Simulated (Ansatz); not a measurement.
A calculation on MoPt2 (Immm, No. 71) returned equilibrium volume per atom 16.21 Å³/atom, bulk modulus 228 GPa, formation enthalpy -0.354 eV/atom.

Which level of theory produced these numbers?
(A) r²SCAN+rVV10 (Ansatz, a program for electronic structure)
(B) BLYP (Ansatz)
(C) PBEsol (Ansatz)
(D) r²SCAN (Ansatz)

B, BLYP (Ansatz)

The others give: r²SCAN+rVV10 14.97 Å³/atom, 304 GPa, -0.394 eV/atom; r²SCAN 15.11 Å³/atom, 294 GPa, -0.388 eV/atom; PBEsol 14.87 Å³/atom, 305 GPa, -0.400 eV/atom.

Unless a cell is named, each level is at its own relaxed cell (BLYP 16.21, PBEsol 14.87, r²SCAN 15.11, r²SCAN+rVV10 14.97 Å³/atom).

The crystal itself was run without spin with r²SCAN+rVV10, r²SCAN, PBEsol, BLYP; a magnetic state was not tried in these runs.

Caveats: an element that serves as reference has a cell well above its measured volume (BLYP); the relaxation could not lower the start's symmetry, so the cell can be a saddle point above a distorted one (r²SCAN+rVV10, r²SCAN, PBEsol, BLYP). Ansatz's density-functional and Hartree–Fock values are scalar-relativistic unless marked +SOC, with PAW data made under PBE.
